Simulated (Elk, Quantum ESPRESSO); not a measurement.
## Equation of state of fcc Pt (space group 225): energy against volume (Elk, LDA)

```xyz
1
Lattice="0.0000 1.8838 1.8838 1.8838 0.0000 1.8838 1.8838 1.8838 0.0000" Properties=species:S:1:pos:R:3 pbc="T T T"
Pt     0.0000     0.0000     0.0000
```

Method: Elk with LDA (PW92), all-electron FP-LAPW, Elk's shipped species files, APW+lo basis with extra local orbitals. Settings: rgkmax = 8.55; swidth = 0.00183747 Ha; ngridk = 26 26 26; gmaxvr = 14 1/bohr; nxlo = 2; lorbcnd = true; rmtscf = 0.84; lmaxi = 3; maxscl = 100; sphere radii = {Pt: 2.352} bohr. The cell above is the first row's. The rows scale it uniformly. In all rows the k mesh is held. E is the free energy at the stated smearing, counted from the lowest row.

| V (Å^3/atom) | E (meV/atom) |
|---|---|
| 13.369 | ? |
| 13.660 | 79.10 |
| 13.951 | 38.14 |
| 14.241 | 12.25 |
| 14.532 | 0.34 |
| 14.823 | 0.00 |
| 15.113 | 10.27 |
| 15.404 | 29.83 |
| 15.695 | 57.53 |

The 8 complete rows are fitted with the third-order Birch-Murnaghan form, a cubic in V^(-2/3), E against V. With u = V^(-2/3) - 0.167, the rows have u = 0.007998, 0.005556, 0.003205, 0.000925, -0.001280, -0.003406, -0.005473, -0.007476. Least squares gives E = -1.218 + 501.07·u + 1154499·u² + 4856860·u³. Residuals (row less fit): -0.025, 0.103, -0.157, 0.103, -0.022, -0.007, 0.005, -0.002; standard error 0.108 (degrees of freedom: 4). Its minimum lies at u = -0.000217, so V0 = (0.166783)^(-3/2) = 14.68. There d²E/du² = 2303000 and d³E/du³ = 2.914e7, so B0 = (4/9) × 14.68^(-7/3) × 2303000 × 0.160218 = 311 GPa (the last factor turns the table's units into GPa), and B0' = 4 + (2/3) × 0.166783 × (2.914e7)/2303000 = 5.4.

**Question.** What does the fit predict for E at V = 13.369, and how far is the calculated value from it?

**Answer.** u = 0.010528, so E = -1.218 + 501.07 × 0.010528 + 1154499 × 0.010528² + 4856860 × 0.010528³ = 137.688 meV/atom. The calculation gives 137.37 meV/atom, 0.318 meV/atom below the prediction (0.2 % of the range of E in the table). The row lies outside the fitted rows, so this is an extrapolation. From the scatter of the fitted rows alone, a prediction at this place has a standard error of 0.321 meV/atom, so the miss is 1.0 times that.

Carrying the step between the two nearest rows on in a straight line would have given 120.06, off by 17.31; series whose last step already gives the withheld value aren't shown. The scan was laid around a cell of about the measured size, scaled by a guess for this functional. A plane-wave scan with the same functional (Quantum ESPRESSO, GBRV) gives V0 = 14.74 Å^3/atom and B0 = 309 GPa; a Birch-Murnaghan fit to all rows here lies -0.4 % from it in V0 and 1 % in B0; the two differ in basis, and may differ in potentials and mesh. Spin polarisation is off. Values depend on the basis (sphere radii, cutoffs, local orbitals), which need not be converged. Spin-orbit coupling is off. Sphere radii are the same in all rows. Cutoffs and mesh are single choices, not tested for convergence of this quantity. Series with a scatter that would blur these digits, or in which a gap closes, are not shown. Nor are scans whose minimum lies at an end fitted in this form.
